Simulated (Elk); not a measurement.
A self-consistent single point of MnS (Fm-3m, 2 atoms in the cell) with Elk.

Computed with PBEsol, all-electron FP-LAPW, Elk's shipped species files, default APW+lo basis in Elk 10.2.4.

```yaml
crystal:
  lattice:
    - [0.00000, 2.48025, 2.48025]
    - [2.48025, 0.00000, 2.48025]
    - [2.48025, 2.48025, 0.00000]
  atoms:
    - { symbol: S, position: [0.00000, 0.00000, 0.00000] }
    - { symbol: Mn, position: [0.50000, 0.50000, 0.50000], spin: 4.0 }
```
(The spins are starting values, not results.)

Reference input (self-consistent single point, DFT, PBE, all-electron FP-LAPW, Elk's shipped species files, default APW+lo basis): xctype = 20; spinpol = true; rgkmax = 7; stype = 0; swidth = 0.00734986 Ha; ngridk = 9 9 9; reducebf = 0.5; bfcmt = [[0.0, 0.0, 0.0], [0.0, 0.0, -2.0]]. This run's input differs from it in these lines:

```diff
@@ -4,3 +4,3 @@
 xctype
-  20
+  22
```

Output, abridged:

```
│ Self-consistent loop started │
│ Loop number : 1 │
 total energy                :     -1561.87559618
 total moment                :    3.715121491
│ Loop number : 2 │
 total energy                :     -1561.98629537
 total moment                :    3.721102315
RMS change in Kohn-Sham potential (target) :    1.811804269     (  0.1000000000E-05)
Absolute change in total energy (target)   :   0.1106991943     (  0.1000000000E-03)
│ Loop number : 3 │
 total energy                :     -1563.32779454
 total moment                :  -0.6448502458
RMS change in Kohn-Sham potential (target) :    1.110568264     (  0.1000000000E-05)
   [... lines left out ...]
│ Loop number : 17 │
 total energy                :     -1556.20173293
 total moment                :   -4.056751373
RMS change in Kohn-Sham potential (target) :   0.1818642051E-05 (  0.1000000000E-05)
Absolute change in total energy (target)   :   0.1985514541E-04 (  0.1000000000E-03)
│ Loop number : 18 │
 total energy                :     -1556.20169266
 total moment                :   -4.056732014
RMS change in Kohn-Sham potential (target) :   0.3258255356E-06 (  0.1000000000E-05)
Absolute change in total energy (target)   :   0.4522406994E-04 (  0.1000000000E-03)
Convergence targets achieved

│ Loop number : 19 │

Energies :
 Fermi                       :     0.288771277940
 xc effective B-field        :    -0.256015220546
 external B-field            :      0.00000000000
 total energy                :     -1556.20169102
 (external B-field energy excluded from total)

Density of states at Fermi energy :    35.00478794
 (states/Hartree/unit cell)

Estimated indirect band gap :   0.6034112290E-03
 from k-point     32 to k-point      8
Estimated direct band gap   :   0.6203414415E-02
 at k-point      2

Charges :
 core                        :    20.00000000
 valence                     :    21.00000000
 interstitial                :    2.670301736
 muffin-tins (core leakage)
  species :    1 (S)
   atom    1                 :    14.60029261     (  0.7082474164E-04)
  species :    2 (Mn)
   [... lines left out ...]
 total charge                :    41.00000000
 error                       :   0.4374373318E-02

Moments :
 interstitial                :  -0.2019729775
 muffin-tins
  species :    1 (S)
   atom    1                 :  -0.1021277479
  species :    2 (Mn)
   atom    1                 :   -3.752634976
 total in muffin-tins        :   -3.854762724
 total moment                :   -4.056735702

│ Self-consistent loop stopped │
```

The run converged in 19 iterations. The count includes the last loop, which Elk runs after its targets are met. Against the reference run the size of the net moment stays at 2.03 μB/atom.

The starting cell was generated: these elements placed on a structure prototype, without a prior relaxation; it need not be a known phase or ordering of this composition. Its lattice was rescaled by a random factor within 2.5 % of one. With one magnetic atom in the cell only a parallel order is possible. Values depend on the basis (sphere radii, cutoffs, local orbitals), which need not be converged. The log's line on a gap gives a spacing of levels on this mesh, which the program prints for metals too.
